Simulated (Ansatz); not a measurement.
The starting structures come from a database of crystals and need not be the phases stable at ambient conditions.

By PBEsol, the system below comes out a metal.

Without scattering a metal conducts by its projected Fermi surface.

Data:

```yaml
crystal:
  lattice:
    - [3.05995, 0.00000, 0.00000]
    - [0.03814, 4.31773, 0.00000]
    - [0.00000, 0.00000, 4.34752]
  atoms:
    - { symbol: Sb, position: [0.01139, 0.75883, 0.75000] }
    - { symbol: Sb, position: [0.98861, 0.24117, 0.25000] }
```

Space group of this cell: P2_1/m. The cell is strained (lengths across the current scaled by 0.98, ions clamped).

The current flows along the normal of the first two printed cell vectors. No spin-orbit coupling; the value is a mean over 0.1 eV about the Fermi level.

Task: State the ballistic conductance per area according to Ansatz (a program for electronic structure) with PBEsol.

Result: 1.1 × 10¹⁵ S/m² for both spins.
